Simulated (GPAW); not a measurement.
GPAW run on a defect of Rb (1 atoms in the cell): self-consistent single point.

Method of the run: LDA (Perdew-Wang 92), GPAW PAW datasets LDA (gpaw-data 1.0.1) (plane waves; GPAW).

The change in words: 2 x 1 x 1 supercell, one Rb atom taken out, nothing relaxed; kpts: 5 5 5 → 3 5 5. Reference geometry:
```
CELL_PARAMETERS angstrom
     -2.83347     2.83347     2.83347
      2.83347    -2.83347     2.83347
      2.83347     2.83347    -2.83347
ATOMIC_POSITIONS crystal
  Rb 0.00000 0.00000 0.00000
```

Reference input (self-consistent single point, DFT LDA (Perdew-Wang 92), plane waves, GPAW PAW datasets LDA (gpaw-data 1.0.1)): mode = pw; ecut = 600 eV; xc = LDA; kpts = 5 5 5; mesh shift (steps) = 0 0 0; occupations.name = fermi-dirac; occupations.width = 0.1 eV; nbands = -9; convergence.density = 1e-05 e/electron; convergence.energy = 1e-05 eV/electron; symmetry.symmorphic = false; symmetry.tolerance = 0.0005. This run's input differs from it in these lines:

```diff
@@ -5,6 +5,6 @@
 atoms = Atoms(['Rb'],
-              cell=[[-2.833475, 2.833475, 2.833475],
+              cell=[[-5.666950, 5.666950, 5.666950],
                     [2.833475, -2.833475, 2.833475],
                     [2.833475, 2.833475, -2.833475]],
-              scaled_positions=[[0.000000, 0.000000, 0.000000]],
+              scaled_positions=[[0.500000, 0.000000, 0.000000]],
               pbc=True)
@@ -13,3 +13,3 @@
             xc='LDA',
-            kpts=(5, 5, 5),
+            kpts=(3, 5, 5),
             occupations=FermiDirac(0.1),
```

Output (repeated stretches shortened):

```
     iter     time        total  log10-change:
                         energy   eigst   dens
iter:   1 --:--:--    -0.859896
iter:   2 --:--:--    -0.851116   -2.41  -1.31
iter:   3 --:--:--    -0.741748   -2.14  -1.33
iter:   4 --:--:--    -0.742547   -3.47  -1.69
iter:   5 --:--:--    -0.745271   -3.27  -1.74
iter:   6 --:--:--    -0.744611   -4.60  -2.56
iter:   7 --:--:--    -0.744630   -5.92  -2.79
iter:   8 --:--:--    -0.744653c  -5.91  -2.83
iter:   9 --:--:--    -0.744646c  -6.21  -3.54
iter:  10 --:--:--    -0.744646c  -7.07  -3.92
iter:  11 --:--:--    -0.744646c  -7.91c -3.90
iter:  12 --:--:--    -0.744646c  -8.77c -4.41
iter:  13 --:--:--    -0.744646c -10.03c -4.88
iter:  14 --:--:--    -0.744646c  -9.45c -4.88
iter:  15 --:--:--    -0.744646c  -9.83c -4.78
iter:  16 --:--:--    -0.744646c -10.40c -5.07c
Converged after 16 iterations.

Dipole moment: (-0.000000, 0.000000, -0.000000) |e|*Ang

Energy contributions relative to reference atoms: (reference = -81006.756710)

Kinetic:         +0.028078
Potential:       -0.130393
External:        +0.000000
XC:              -0.612913
Entropy (-ST):   -0.044328
Local:           -0.007254
SIC:             +0.000000
--------------------------
Free energy:     -0.766810
Extrapolated:    -0.744646

Showing only first 2 kpts
 Kpt  Band  Eigenvalues  Occupancy
  0     2    -13.84522    2.00000
  0     3    -13.83682    2.00000
  0     4     -1.93846    2.00000
  0     5      0.83398    0.00000

  1     2    -13.86594    2.00000
  1     3    -13.85729    2.00000
  1     4     -1.47328    1.99957
  1     5      1.05624    0.00000

Fermi level: -0.62958

No gap
No difference between direct/indirect transitions
Energy (eV): -0.744646

Forces in eV/Ang:
  0 Rb    0.00000    0.00000    0.00000

Stress tensor:
     0.002255     0.000000     0.000000
     0.000000     0.001107    -0.000378
     0.000000    -0.000378     0.001107
Stress (GPa, Voigt): [ 0.3613  0.1774  0.1774 -0.0606  0.      0.    ]
```

The run converged in 16 iterations. GPAW prints stress with tension positive. Against the reference run the free energy rises by 283 meV/atom.

The starting cell has typed, rounded lattice constants, without a prior relaxation at this level. Its lattice was rescaled by up to half a per cent.

Cost on one core of a shared machine: roughly 40 s.
